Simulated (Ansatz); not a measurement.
Consider the following.

```
CELL_PARAMETERS angstrom
      4.14537     0.00000     0.00000
     -2.07268     3.58999     0.00000
      0.00000     0.00000     6.60364
ATOMIC_POSITIONS crystal
  Cd 0.66667 0.33333 0.49767
  Cd 0.33333 0.66667 0.99767
  S  0.66667 0.33333 0.87933
  S  0.33333 0.66667 0.37933
```

All values below come from PBEsol with spin-orbit coupling, rigid bands (plane waves, PAW; Ansatz, a quantum-chemistry and plane-wave program). Condition of this run: uniaxial stress zz = 1 GPa (compression positive) (the target of the relaxation). Geometry: cell and atoms relaxed with PBEsol, then loaded as said.

Task: What conductivity effective mass do dilute holes have at 300 K?

Result: 1.36 (x), 1.36 (y), 1.09 (z) mₑ.

Task: Predict the electron conductivity mass (n e² τ/σ) at 300 K, by direction if it differs.

Result: 0.136 (x), 0.136 (y), 0.130 (z) mₑ.

Task: And the band gap?

Result: 1.11 eV at this level; semilocal functionals usually fall short of the measured gap.

Rigid bands, one relaxation time for all states, no polarons.
